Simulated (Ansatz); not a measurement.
## GaN, response to strain

The reference is GaN in the wurtzite structure (space group P6_3mc, No. 186; a = 3.1518 Å, c = 5.1383 Å). Axes: x lies along a and z along c of the hexagonal cell.

Strains are applied to the cell and any free atomic positions relax.

All numbers come from Ansatz (an electronic-structure program), LDA, PAW, cutoff 420 eV, no SOC.

Candidates:
(a) uniaxial strain ε_zz = −1.80 %
(b) uniaxial strain ε_zz = −1.20 %
(c) uniaxial strain ε_zz = −2.40 %

Before the change:

```
Property    Value
--------  -------
Band gap  2.13 eV
```

Question: Order them by band gap, highest first.

Answer: (c) uniaxial strain ε_zz = −2.40 % (2.28 eV), (a) uniaxial strain ε_zz = −1.80 % (2.26 eV), (b) uniaxial strain ε_zz = −1.20 % (2.23 eV)

Stability against distortions was not tested.
